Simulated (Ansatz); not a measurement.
Consider CdS in the zinc blende structure (space group F-43m, No. 216; a = 5.927 Å).

The values are results of Kohn–Sham DFT with the PBE functional, run in Ansatz (a first-principles code) with PAW and 420 eV plane waves, spin-orbit coupling left out, not measurements.

One change was made to it. Results:

| quantity | base | after |
|---|---|---|
| hole mass (degenerate bands, along [100]) | 0.13, 0.82, 0.82 mₑ (at Γ) | 0.15, 0.64, 0.64 mₑ (at Γ) |
| lattice parameter a | 592.7 pm | 557.4 pm |
| band gap | 1.04 eV | 1.42 eV |
| electron mass | 0.12 mₑ (at Γ) | 0.14 mₑ (at Γ) |

What was done to the base?
A. pressure 30 GPa
B. pressure −1 GPa
C. pressure 4.5 GPa
D. pressure 15 GPa
E. pressure 0.9 GPa

D, pressure 15 GPa. For comparison, the band gap in the other runs: pressure 0.9 GPa gives 1.08 eV; pressure 4.5 GPa gives 1.20 eV; pressure −1 GPa gives 1.00 eV; pressure 30 GPa gives 1.59 eV.

Load acts through the strain it causes; cell and atoms are relaxed under it. Effective masses come from finite differences of ±0.01 Å⁻¹. Stability against distortions was not tested. Tetrahedral semiconductors of this kind turn to denser phases somewhere between about 1 and 50 GPa; those were not computed, so compressed cells here can lie past the real transition.
